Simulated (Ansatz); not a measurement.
Start from C in the diamond structure (space group Fd-3m, No. 227).

```
CELL_PARAMETERS angstrom
      0.00000     1.77690     1.77690
      1.77690     0.00000     1.77690
      1.77690     1.77690     0.00000
ATOMIC_POSITIONS crystal
  C  0.50000 0.50000 0.50000
  C  0.75000 0.75000 0.75000
```

Calculations: PBEsol (Ansatz, a first-principles code), spin-orbit coupling left out.

One change was made to it. Results:

```json
[
 {"quantity": "width of the top valence band", "base": "8.51 eV", "after": "9.05 eV"},
 {"quantity": "hole mass (degenerate bands, along [100])", "base": "0.29, 0.29, 0.52 mₑ (at Γ)", "after": "0.28, 0.28, 0.55 mₑ (at Γ)"},
 {"quantity": "density", "base": "3.55 g/cm³", "after": "3.77 g/cm³"}
]
```

**Question.** Which of these changes matches the shifts?
A. pressure −2 GPa
B. pressure 30 GPa
C. pressure 7 GPa
D. pressure −1 GPa

**Answer.** B, pressure 30 GPa. For comparison, the hole mass in the other runs: pressure 7 GPa gives 0.29, 0.29, 0.53 mₑ (at Γ); pressure −2 GPa gives 0.29, 0.29, 0.52 mₑ (at Γ); pressure −1 GPa gives 0.29, 0.29, 0.52 mₑ (at Γ).

The levels and masses belong to the bands next to the band gap. Load acts through the strain it causes; cell and atoms are relaxed under it. Effective masses come from finite differences of ±0.01 Å⁻¹. Whether these cells are dynamically stable was not tested. No other phases were tried under pressure.
